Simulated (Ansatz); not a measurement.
## NaCl: pressure −1 GPa

Take NaCl in the rock salt structure (space group Fm-3m, No. 225; a = 5.601 Å) as the base.

One thing is altered: hydrostatic tension (pressure −1 GPa).

Computed with Ansatz (an electronic-structure program), PBEsol, PAW, cutoff 420 eV, no spin-orbit coupling. Settings: 10×10×10 k-points, 0.05 eV Fermi–Dirac smearing.

Volume per atom: 22.93 Å³ (base 21.97 Å³)
Density: 2.12 g/cm³ (base 2.21 g/cm³)
Lattice parameter a: 5.682 Å (base 5.601 Å)
Shortest interatomic distance: 2.841 Å (base 2.801 Å)
Enthalpy H = E + PV relative to the base's energy: -0.14 eV/atom
Band gap: 4.86 eV (base 5.01 eV)
Gap character: direct at Γ (base direct at Γ)
Mean gap deformation potential ΔEg/Δln V: -3.6 eV
Width of the top valence band: 0.74 eV (base 0.80 eV)
Electron mass: 0.39 mₑ (at Γ) (base 0.39 mₑ (at Γ))

Final structure:

```
CELL_PARAMETERS angstrom
      0.00000     2.84117     2.84117
      2.84117     0.00000     2.84117
      2.84117     2.84117     0.00000
ATOMIC_POSITIONS crystal
  Cl 0.00000 0.00000 0.00000
  Na 0.50000 0.50000 0.50000
```

Load acts through the strain it causes; cell and atoms are relaxed under it. Masses are band curvatures over ±0.01 Å⁻¹ around the edge. Whether these cells are dynamically stable was not tested.
